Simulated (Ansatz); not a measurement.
Ansatz (a quantum-chemistry and plane-wave program) run on V (Im-3m, 1 atom in the cell): relaxation of cell and atoms.

Method of the run: PBE (plane waves, PAW; Ansatz).

The change in words: atoms on their sites; basis.ecutwfc: 420 eV → 295 eV; relax: default → cell and atoms. Reference geometry:
```
CELL_PARAMETERS angstrom
     -1.50743     1.50743     1.50743
      1.50743    -1.50743     1.50743
      1.50743     1.50743    -1.50743
ATOMIC_POSITIONS crystal
  V  0.00000 0.00000 0.00000
```

Reference input (self-consistent single point, DFT, PBE, plane waves, default PAW files): basis.ecutwfc = 420 eV; kpoints.mp_grid.grid = 15 15 15; hamiltonian.xc = pbe; hamiltonian.pseudopotentials = {kind: paw} (the program's default PAW files); scf.occupations.method = gaussian; scf.occupations.width = 0.1 eV. This run's input differs from it in these lines:

Ansatz 0.2 input:
```diff
@@ -9,3 +9,3 @@
 basis:
-  ecutwfc: 420.0 eV
+  ecutwfc: 295.0 eV
 kpoints:
@@ -17,2 +17,4 @@
   occupations: { method: gaussian, width: 0.1 eV }
+relax:
+  cell: {}
 output:
```

Output (repeated stretches shortened):

```
   [... SCF lines of the steps left out ...]
relax step   1: F+E_penalty+E_count = -2912.20273049 eV  Δ(F+E_penalty+E_count) = +0.000e0 eV  max|allowed force component| = 0.000e0 eV/Å  Δτ_max = 0.0000 Å  P = -3.665 GPa  Ω = 13.701 Å³  (6 SCF iters, dr2 threshold 1.00e-7 eV, accepted)
relax step   2: F+E_penalty+E_count = -2912.24452471 eV  Δ(F+E_penalty+E_count) = -4.179e-2 eV  max|allowed force component| = 0.000e0 eV/Å  Δτ_max = 0.0000 Å  P = +3.888 GPa  Ω = 13.385 Å³  energy of the carried Pulay correction = +4.197e-2 eV  (5 [...]
   [... lines left out ...]
relax step  11: F+E_penalty+E_count = -2912.20567915 eV  Δ(F+E_penalty+E_count) = -4.788e-4 eV  max|allowed force component| = 0.000e0 eV/Å  Δτ_max = 0.0000 Å  P = -0.003 GPa  Ω = 13.434 Å³  energy of the carried Pulay correction = +4.782e-4 eV  (2 [...]
relax step  12: F+E_penalty+E_count = -2912.20567915 eV  Δ(F+E_penalty+E_count) = -7.612e-10 eV  max|allowed force component| = 0.000e0 eV/Å  Δτ_max = 0.0000 Å  P = -0.015 GPa  Ω = 13.434 Å³  stress off target by 1.48e-2 GPa  SCF on the basis [...]
basis re-selected at this cell: Δ(F+E_penalty+E_count) = -7.612e-10 eV, ΔP = -0.012 GPa vs the last step
Stability not checked: this state was not tested for a lower state beside it, because too few of the mixer's solves of this state at the end of the SCF gave a …
Free energy (F): -2912.205679 eV
Internal energy: -2912.198977 eV  (E = F + TS)
E sigma→0 (E₀):  -2912.202328 eV
Entropy (-TS):   -0.006702 eV (-6.702 meV/atom)
Fermi energy:    16.562564 eV
--- Forces (eV/Å), atoms counted from 1 ---
  atom   1  V     -0.00000000     0.00000000     0.00000000
   [... lines left out ...]
to start a new deck from the relaxed geometry:
  cell:  # Å, volume = 13.4338 Å³
    - [-1.497544551258346, 1.497544551258346, 1.497544551258346]
    - [1.497544551258346, -1.497544551258346, 1.497544551258346]
    - [1.497544551258346, 1.497544551258346, -1.497544551258346]
  atoms:
    - { symbol: V, position: [0.0, 0.0, 0.0] }
```

The run converged. 

Summary of the result:
- Free energy E − TS (on the zero of these files) = -2912.2057 eV
- Fermi level (on the code's own zero) = 16.56 eV
- Pressure = -0.01 GPa
- Final cell = a = 2.594 Å, b = 2.594 Å, c = 2.594 Å, α = 109.47°, β = 109.47°, γ = 109.47°
- Final volume per atom = 13.43 Å³
- Relaxation steps = 12

The starting cell has typed, rounded lattice constants, without a prior relaxation at this level. Its lattice was rescaled by up to half a per cent. Spin polarisation is off. The relaxation keeps the symmetry of its start, so its end need not be a minimum. Ansatz's pressure includes its estimate of the finite-basis (Pulay) stress. Without the estimate this run gives -21.55 GPa. The cutoff lies below the one recommended for these files.
